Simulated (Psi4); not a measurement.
Psi4 1.11, unrestricted PBE0/def2-svpd: Cr(O)2(F)2 anion ([O]=[Cr](=[O])([F])[F]), charge -1, multiplicity 2, 5 atoms. The geometry is a generated start, not checked to be a minimum at this level.

task: energy
method: pbe0
basis: def2-svpd
memory: 3 GB
maxiter: 100
keys of the molecule block: symmetry c1
scf_type: df (default)
e_convergence: 1e-06 (default)
d_convergence: 1e-06 (default)
dft_radial_points: 75 (default)
dft_spherical_points: 302 (default)
basis functions: 126
grid points: 109477

```xyz
5

Cr     0.0305    -0.0069     0.0106
O      1.2178    -0.3582    -0.9190
O      0.4529    -0.0183     1.5001
F     -0.5223     1.5208    -0.3788
F     -1.1789    -1.1375    -0.2129
```

Charge -1 and multiplicity 2 are set for this test and not shown to be the ground state.

With the defaults (diis_start = 1, diis = true, scf_initial_accelerator = adiis, damping_percentage = 0, soscf = false, soscf_start_convergence = 0.01, diis_max_vecs = 10, guess = auto, which took SAD) it converges in 13 SCF iterations. One run each on 2 threads, with these changes:
- soscf = true, soscf_start_convergence = 0.001
- diis_start = 4
- diis_max_vecs = 3
- scf_initial_accelerator = ediis
- damping_percentage = 20
- guess = sapgau
- soscf = true, soscf_start_convergence = 0.1
- diis = false, scf_initial_accelerator = none, damping_percentage = 60
- diis_max_vecs = 6

**Question.** Which of these changes keep the SCF from converging, or lead it to another solution?

**Answer.** No convergence: diis = false, scf_initial_accelerator = none, damping_percentage = 60 (the run ends without SCF convergence in 100 iterations). Another solution: diis_start = 4 (590 meV higher). The rest reach the solution of the defaults.

| setting | SCF iterations | JK calls | end |
|---|---|---|---|
| soscf = true, soscf_start_convergence = 0.1 | 11 | 52 | same solution |
| soscf = true, soscf_start_convergence = 0.001 | 11 | 32 | same solution |
| the defaults | 13 | 14 | same solution |
| scf_initial_accelerator = ediis | 13 | 14 | same solution |
| guess = sapgau | 13 | 13 | same solution |
| diis_max_vecs = 6 | 15 | 16 | same solution |
| damping_percentage = 20 | 25 | 26 | same solution |
| diis_max_vecs = 3 | 26 | 27 | same solution |
| diis_start = 4 | 20 | 21 | other solution, 590 meV higher |
| diis = false, scf_initial_accelerator = none, damping_percentage = 60 | 100 | 101 | no convergence |

An SOSCF iteration holds several JK calls; a Hückel guess adds calls on atoms. 1 further run of the study ended by our limits or in an error and is left out.
